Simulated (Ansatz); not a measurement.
Habitual settings against a tight run: Br (Cmce, 4 atoms in the cell)

Self-consistent single point.

```xyz
4
Lattice="2.2413 -3.3370 0.0000 2.2413 3.3370 0.0000 0.0000 0.0000 8.7252" Properties=species:S:1:pos:R:3 pbc="T T T"
Br     3.8596     0.0000     7.7567
Br     2.8644     0.0000     3.3941
Br     1.6183     0.0000     5.3311
Br     0.6231     0.0000     0.9685
```

Method of the run: PBEsol, harder PAW files (source: ansatz) made with PBE (plane waves; Ansatz, a first-principles code).

Base settings: basis.ecutwfc = 680 eV; kpoints.mp_grid.grid = 9 9 4; hamiltonian.xc = pbesol; hamiltonian.pseudopotentials = {kind: paw, source: ansatz}; scf.occupations.method = gaussian; scf.occupations.width = 0.05 eV.

Tight run (finer mesh or higher cutoff; not a proven limit): basis.ecutwfc: 680 eV → 950 eV; kpoints.mp_grid.grid: 9 9 4 → 13 13 6; scf.convergence.dr2_threshold: default (1e-07 eV) → 1e-09 eV. It gave top of the valence band (on the code's own zero) 4.00 eV; gap on the k-point mesh 1.68 eV; pressure -0.04 GPa; largest force (vector length) 0.599 eV/Å.

Quick runs, as changes from the base:
- A: the base itself
- B: basis.ecutwfc: 680 eV → 410 eV; kpoints.mp_grid.grid: 9 9 4 → 1 1 1
- C: basis.ecutwfc: 680 eV → 340 eV; kpoints.mp_grid.grid: 9 9 4 → 4 4 4; scf.occupations.width: 0.05 eV → 0.136 eV
- D: basis.ecutwfc: 680 eV → 475 eV; kpoints.mp_grid.grid: 9 9 4 → 4 4 4
- E: kpoints.mp_grid.grid: 9 9 4 → 4 4 4; kpoints.mp_grid.shift: default → 0.5 0.5 0.5
- F: basis.ecutwfc: 680 eV → 545 eV; kpoints.mp_grid.grid: 9 9 4 → 6 6 6; hamiltonian.xc: pbesol → lda; scf.convergence.dr2_threshold: default (1e-07 eV) → 0.001 eV [LDA (PW92)]
- G: kpoints.mp_grid.grid: 9 9 4 → 3 3 3; hamiltonian.xc: pbesol → hse06 [HSE06]

Dashes: energy of F, G, another energy zero; count of G, another kind of functional, whose work the count does not hold.

Gaps are read on each run's own mesh, which may miss the band edges.

† marks runs with another functional, U, potentials or spin treatment: their distance from the tight run is not a convergence error alone.

The count of work is k-points × plane waves × bands × iterations; it is no time. 

Pressures in the table are Ansatz's without its Pulay estimate, at a fixed set of plane waves; the tight run's value above holds the estimate.

The starting cell has typed, rounded lattice constants, without a prior relaxation at this level. Its lattice was rescaled by a random factor within 2.5 % of one.

| run | energy less tight (meV/atom) | pressure less tight (GPa) | largest miss in a force vector (eV/Å) | gap on the mesh less tight (eV) | count of work / tight |
|---|---|---|---|---|---|
| A | 0.1 | 0.00 | 0.000 | 0.021 | 0.21 |
| B | 1890.2 | 7.20 | 2.066 | 0.015 | 0.0011 |
| C | 1563.3 | -46.40 | 0.021 | -0.007 | 0.018 |
| D | 22.5 | -1.35 | 0.001 | 0.009 | 0.033 |
| E | 0.2 | 0.00 | 0.007 | 0.110 | 0.033 |
| F† | – | -1.46 | 0.024 | -0.063 | 0.052 |
| G† | – | 0.84 | 0.608 | 1.367 | – |

Among the runs at the tight run's level, the energy misses run from 0.1 to 1890.2 meV/atom.

Keys are those of Ansatz 0.2.
